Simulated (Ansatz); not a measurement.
Density of states of Rb2BiAuI6 (Fm-3m, 10 atoms in the cell).

```
CELL_PARAMETERS angstrom
      0.00000     6.17643     6.17643
      6.17643     0.00000     6.17643
      6.17643     6.17643     0.00000
ATOMIC_POSITIONS crystal
  Rb 0.75000 0.75000 0.75000
  Rb 0.25000 0.25000 0.25000
  Bi 0.00000 0.00000 0.00000
  Au 0.50000 0.50000 0.50000
  I  0.74466 0.25534 0.25534
  I  0.25534 0.74466 0.74466
  I  0.25534 0.74466 0.25534
  I  0.74466 0.25534 0.74466
  I  0.25534 0.25534 0.74466
  I  0.74466 0.74466 0.25534
```

Computed with PBEsol, default PAW files made with PBE (plane waves; Ansatz, a program for electronic structure).

SCF settings: basis.ecutwfc = 420 eV; kpoints.mp_grid.grid = 2 2 2; hamiltonian.xc = pbesol; hamiltonian.pseudopotentials = {kind: paw} (the program's default PAW files); scf.occupations.method = fermi_dirac; scf.occupations.width = 0.05 eV. Keys of the DOS step: output.dos.nscf_kmesh.grid = 4 4 4.

The starting cell comes from a database of computed structures (which also holds hypothetical and non-ambient phases and stackings), without a prior relaxation at this level. Its lattice was rescaled by a random factor within 2.5 % of one. Spin-orbit coupling is off. The run gives no clean gap (levels at the Fermi energy touch, overlap or are partly filled at this smearing), which alone does not show that the compound is a metal.

Total DOS (both spins), as means of the tabulated values in each energy bin; the zero is the program's Fermi level or highest filled level, and the curve is cut to this window:

```
E (eV) | states/eV/cell
    -7.88 |  0.00
    -7.62 |  0.00
    -7.38 |  0.00
    -7.12 |  0.00
    -6.88 |  0.00
    -6.62 |  0.00
    -6.38 |  0.00
    -6.12 |  0.00
    -5.88 |  0.00
    -5.62 |  0.00
    -5.38 |  0.00
    -5.12 |  0.00
    -4.88 |  0.00
    -4.62 | #### 3.04
    -4.38 | ###### 4.59
    -4.12 | ##### 4.41
    -3.88 | ############# 10.5
    -3.62 | ### 2.84
    -3.38 | ############# 10.8
    -3.12 | ######################### 20.3
    -2.88 | ######### 7.05
    -2.62 | ######### 7.50
    -2.38 | # 1.00
    -2.12 | ############## 11.2
    -1.88 | ###################### 17.7
    -1.62 | ############ 10.1
    -1.38 | ############################## 24.4
    -1.12 | ############################## 24.2
    -0.88 | ############### 12.4
    -0.62 | ########## 8.20
    -0.38 | #### 3.18
    -0.12 | # 0.67
     0.12 |  0.10
     0.38 | # 0.51
     0.62 | ## 1.32
     0.88 | #### 3.12
```

Around zero the curve holds about 0.2 states/eV/cell.

Keys are those of Ansatz 0.2.
